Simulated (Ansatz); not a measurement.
Consider the following.

```yaml
crystal:
  lattice:
    - [1.76400, 1.01845, 7.54165]
    - [-1.76400, 1.01845, 7.54165]
    - [0.00000, -2.03690, 7.54165]
  atoms:
    - { symbol: In, position: [0.88771, 0.88771, 0.88771] }
    - { symbol: In, position: [0.99977, 0.99977, 0.99977] }
    - { symbol: Se, position: [0.39593, 0.39593, 0.39593] }
    - { symbol: Se, position: [0.15889, 0.15889, 0.15889] }
```

No spin polarisation.

Calculations: r2SCAN+rVV10/PAW in Ansatz (an electronic-structure program), no spin-orbit coupling, earlier PAW set. Settings: 10×10×10 k-points, 0.05 eV Fermi–Dirac smearing.

Q: Predict the gap character, smallest direct gap and band gap.

A: 
* **Gap character**: indirect, T–H₂ (20 % along) → T–H₂ (93 % along)
* **Smallest direct gap**: 2.11 eV
* **Band gap**: 0.32 eV

Load acts through the strain it causes; cell and atoms are relaxed under it. No phonon test of stability was made. No other phases were tried under pressure. The cell was made from InSe (space group R3m, No. 160; layered, stacked along the Cartesian z axis) by this change: pressure 30 GPa.
